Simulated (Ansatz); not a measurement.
SnGe4Te4Se (R3m, No. 160, 10 atoms in the cell; start mp-1218953), treated with PBEsol (plane waves, PAW; Ansatz, an electronic-structure program).

Numerical settings: plane-wave cutoff 500 eV, 12×12×12 k mesh, gaussian smearing 0.02 eV, scalar-relativistic PAW data made under PBE.

Cell (relaxed at this level):

```cif
data_Ge4SeSnTe4
_chemical_formula_sum 'Sn1 Ge4 Te4 Se1'
_space_group_name_H-M_alt 'P 1'
_space_group_IT_number 1
_cell_length_a 17.58166
_cell_length_b 17.58166
_cell_length_c 17.58166
_cell_angle_alpha 13.619
_cell_angle_beta 13.619
_cell_angle_gamma 13.619
loop_
_space_group_symop_operation_xyz
  'x, y, z'
loop_
_atom_site_label
_atom_site_type_symbol
_atom_site_fract_x
_atom_site_fract_y
_atom_site_fract_z
_atom_site_occupancy
Sn1 Sn 0.59419 0.59419 0.59419 1
Ge1 Ge 0.19794 0.19794 0.19794 1
Ge2 Ge 0.79809 0.79809 0.79809 1
Ge3 Ge 0.39840 0.39840 0.39840 1
Ge4 Ge 0.99877 0.99877 0.99877 1
Te1 Te 0.50220 0.50220 0.50220 1
Te2 Te 0.10236 0.10236 0.10236 1
Te3 Te 0.70268 0.70268 0.70268 1
Te4 Te 0.30316 0.30316 0.30316 1
Se1 Se 0.89870 0.89870 0.89870 1
```

### Question
What does this level give for the band gap?

### Answer

- band gap = 0.41 eV (on the SCF k mesh)

Note: the relaxation could not lower the start's symmetry, so the cell can be a saddle point above a distorted one.

Spin–orbit coupling is not included; with these elements it can move the gap by several tenths of an eV or more.

The computed numbers hold no vibrational or temperature effects.

A start named mp-… is a Materials Project structure, which need not be a measured phase.
